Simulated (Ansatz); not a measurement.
# Ta2N (model structure, started from the Cu2Sb type, P4/nmm, No. 129, 6 atoms in the cell): properties by level of theory

```json
[
 {"level (code)": "PBE (Ansatz)", "equilibrium lattice constant a (Å)": "___", "lattice parameter c (Å)": "___"},
 {"level (code)": "PBEsol (Ansatz)", "equilibrium lattice constant a (Å)": "3.602", "lattice parameter c (Å)": "6.176"},
 {"level (code)": "PBE-D3(BJ) (Ansatz)", "equilibrium lattice constant a (Å)": "___", "lattice parameter c (Å)": "___"}
]
```

Problem. Some entries are withheld; supply them.

Solution. 
- PBE (Ansatz, a program for electronic structure), equilibrium lattice constant a (Å): 3.655
- PBE (Ansatz), lattice parameter c (Å): 6.225
- PBE-D3(BJ) (Ansatz), equilibrium lattice constant a (Å): 3.611
- PBE-D3(BJ) (Ansatz), lattice parameter c (Å): 6.194

Ansatz's density-functional and Hartree–Fock values are scalar-relativistic unless marked +SOC, with PAW data made under PBE.

A model structure was made by putting elements into a prototype or built by hand; it is no filed structure, need not be a known phase, and can be a saddle point held by its symmetry.
